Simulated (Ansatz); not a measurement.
# InP in the CsCl type structure (space group Pm-3m, No. 221; a hypothetical phase, not in the database extracts checked)

```cif
data_InP
_chemical_formula_sum 'In1 P1'
_space_group_name_H-M_alt 'P 1'
_space_group_IT_number 1
_cell_length_a 3.44873
_cell_length_b 3.44873
_cell_length_c 3.44873
_cell_angle_alpha 90.000
_cell_angle_beta 90.000
_cell_angle_gamma 90.000
loop_
_space_group_symop_operation_xyz
  'x, y, z'
loop_
_atom_site_label
_atom_site_type_symbol
_atom_site_fract_x
_atom_site_fract_y
_atom_site_fract_z
_atom_site_occupancy
In1 In 0.00000 0.00000 0.00000 1
P1 P 0.50000 0.50000 0.50000 1
```

Calculations: Ansatz (a quantum-chemistry and plane-wave program) PBE, no spin-orbit coupling. Settings: 14×14×14 k-points, 0.05 eV Fermi–Dirac smearing.

| Quantity | Value |
|---|---|
| Volume per atom | 20.51 Å³ |
| Density | 5.90 g/cm³ |
| Band gap | zero |
| Total energy | -3176.404 eV/atom (σ→0; compares only within this code and set-up) |

No phonon test of stability was made. All final runs are without spin polarisation.
